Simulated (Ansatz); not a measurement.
The parent structure is ZnSe in the zinc blende structure (space group F-43m, No. 216).

ZnSe is modelled in the cubic space group F-43m (No. 216), the zinc blende structure, Pearson symbol cF8. Lattice parameters: a = b = c = 5.6656 Å, α = β = γ = 90.00°. Se on 4d is surrounded by 4 Zn at 2.453 Å (tetrahedral). Zn on 4a is surrounded by 4 Se at 2.453 Å (tetrahedral). (Neighbours: up to the widest gap in distance over summed covalent radii, below 1.35, at either atom; cation-cation and far metal-metal contacts left out.)
(The calculation used a cell of 2 atoms; values per cell refer to that cell.)

Level of theory: Kohn–Sham DFT with the r2SCAN functional, run in Ansatz (a quantum-chemistry and plane-wave program) with PAW and 500 eV plane waves, no spin-orbit coupling.

Before the change:

```
Item                            Value
---------  --------------------------
Hole mass  0.13, 0.60, 0.60 mₑ (at Γ)
Density                    5.27 g/cm³
Band gap                      1.87 eV
```

One thing is altered: a hydrostatic pressure of 1.5 GPa.

Q: What happens to the hole mass, density and band gap?

A: The hole mass (degenerate bands, along [100]) goes from 0.13, 0.60, 0.60 mₑ (at Γ) to 0.14, 0.58, 0.58 mₑ (at Γ); the density goes up by 0.12 g/cm³ to 5.39 g/cm³; the band gap increases by 0.095 eV to 1.96 eV.

Load acts through the strain it causes; cell and atoms are relaxed under it. Masses are band curvatures over ±0.01 Å⁻¹ around the edge. No phonon test of stability was made.
